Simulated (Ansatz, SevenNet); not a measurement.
For GeS (model structure, started from the litharge type, P4/nmm, No. 129, 4 atoms in the cell), the machine-learned potential SevenNet-l3i5 (trained on PBE and PBE+U data) gives:

* **lattice parameter a**: 4.503 Å
* **c axis length**: 5.241 Å

Q: What does LDA (PAW; Ansatz, an electronic-structure program) give for the same quantities?

A: 
- lattice constant a: 4.525 Å (goes up by 0.5 %)
- lattice parameter c: 3.880 Å (falls by 26 %)

Changes are worked out from the printed values.

Unless a cell is named, each level is at its own relaxed cell (SevenNet-l3i5 26.56, LDA 19.87 Å³/atom).

Caveats: the cell has another shape than the first-principles one, perhaps another minimum in the same group (SevenNet-l3i5). Ansatz's density-functional and Hartree–Fock values are scalar-relativistic unless marked +SOC, with PAW data made under PBE.

A model structure was made by putting elements into a prototype or built by hand; it is no filed structure, need not be a known phase, and can be a saddle point held by its symmetry.
